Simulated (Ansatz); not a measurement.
**A computed series for CuPt: pressure series**

The reference is CuPt (space group R-3m, No. 166; a = 2.6985 Å, c = 12.7497 Å (hexagonal axes); a cell from a computed database, its experimental status unchecked).

Cell and atoms are relaxed at each pressure.

All numbers come from DFT with PBEsol, PAW potentials and a 420 eV plane-wave cutoff in Ansatz (a program for electronic structure), no spin-orbit coupling.

Notes on the quantities. enthalpy: H = E + PV relative to the base's energy.

| variant | enthalpy | volume per atom |
|---|---|---|
| base | – | 13.40 Å³ |
| pressure −2 GPa | -0.17 eV/atom | 13.52 Å³ |
| pressure −1 GPa | -0.08 eV/atom | 13.46 Å³ |
| pressure 0.3 GPa | +0.03 eV/atom | 13.38 Å³ |
| pressure 0.7 GPa | +0.06 eV/atom | 13.36 Å³ |
| pressure 1.5 GPa | +0.13 eV/atom | 13.31 Å³ |
| pressure 3 GPa | +0.25 eV/atom | 13.23 Å³ |
| pressure 5 GPa | +0.41 eV/atom | 13.13 Å³ |
| pressure 7.5 GPa | +0.62 eV/atom | 13.00 Å³ |
| pressure 10 GPa | +0.82 eV/atom | 12.88 Å³ |

Load acts through the strain it causes; cell and atoms are relaxed under it. No phonon test of stability was made. No other phases were tried under pressure. All final runs are without spin polarisation.
